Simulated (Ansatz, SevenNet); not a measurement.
**How the lattice parameter c of V2AlC (P6₃/mmc, No. 194, 8 atoms in the cell; start mp-1025497) moves with the method**

No measured value is used here.

```json
[
 {"level (code)": "SevenNet-0", "value (Å)": "13.134"},
 {"level (code)": "LDA (Ansatz)", "value (Å)": "(withheld)"},
 {"level (code)": "PBE (Ansatz)", "value (Å)": "13.134"},
 {"level (code)": "PBEsol (Ansatz)", "value (Å)": "13.024"},
 {"level (code)": "PBE-D3(BJ) (Ansatz)", "value (Å)": "(withheld)"},
 {"level (code)": "PBE-D4 (Ansatz)", "value (Å)": "13.020"},
 {"level (code)": "r²SCAN (Ansatz)", "value (Å)": "13.117"},
 {"level (code)": "r²SCAN-D4 (Ansatz)", "value (Å)": "13.081"},
 {"level (code)": "r²SCAN+rVV10 (Ansatz)", "value (Å)": "(withheld)"}
]
```

Problem. Fill in the missing entries.

Solution. 
- LDA (Ansatz, a quantum-chemistry and plane-wave program), value (Å): 12.899
- PBE-D3(BJ) (Ansatz), value (Å): 12.985
- r²SCAN+rVV10 (Ansatz), value (Å): 13.097

The crystal itself was run without spin with LDA, PBE, PBEsol, PBE-D3(BJ), PBE-D4, r²SCAN, r²SCAN-D4, r²SCAN+rVV10; a magnetic state was not tried in these runs. SevenNet-0, LDA, PBE, PBEsol, PBE-D3(BJ), PBE-D4, r²SCAN, r²SCAN-D4, r²SCAN+rVV10: the relaxation could not lower the start's symmetry, so the cell can be a saddle point above a distorted one. Ansatz's density-functional and Hartree–Fock values are scalar-relativistic unless marked +SOC, with PAW data made under PBE.

Machine-learned potentials (SevenNet-0) are trained on DFT data: a solid inside that data is no test of them.

A start named mp-… is a Materials Project structure, which need not be a measured phase.
